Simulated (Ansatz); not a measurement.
Consider the following.

```yaml
crystal:
  lattice:
    - [4.03209, 0.00000, 0.00000]
    - [-2.01605, 3.49190, 0.00000]
    - [0.00000, 0.00000, 17.69115]
  atoms:
    - { symbol: In, position: [0.33333, 0.66667, 0.67049] }
    - { symbol: In, position: [0.66667, 0.33333, 0.17049] }
    - { symbol: In, position: [0.66667, 0.33333, 0.32951] }
    - { symbol: In, position: [0.33333, 0.66667, 0.82951] }
    - { symbol: Se, position: [0.33333, 0.66667, 0.09699] }
    - { symbol: Se, position: [0.66667, 0.33333, 0.59699] }
    - { symbol: Se, position: [0.66667, 0.33333, 0.90301] }
    - { symbol: Se, position: [0.33333, 0.66667, 0.40301] }
```

No spin polarisation.

Level of theory: PBE-D3(BJ) (Ansatz, a program for electronic structure; PAW; 420 eV plane waves; no spin-orbit coupling). Γ-centred 9×9×2 mesh, Fermi–Dirac width 0.05 eV.

Problem. Predict the band gap and pressure.

Solution. The band gap comes out as 0.67 eV. The pressure (mean of the normal stresses, compression positive) is -0.65 GPa.

The cells carry an imposed strain or load. Stability against distortions was not tested. The cell was made from InSe in the beta-GaS type structure (space group P6_3/mmc, No. 194; layered, stacked along the Cartesian z axis) by this change: uniaxial strain ε_zz = +5.53 %.
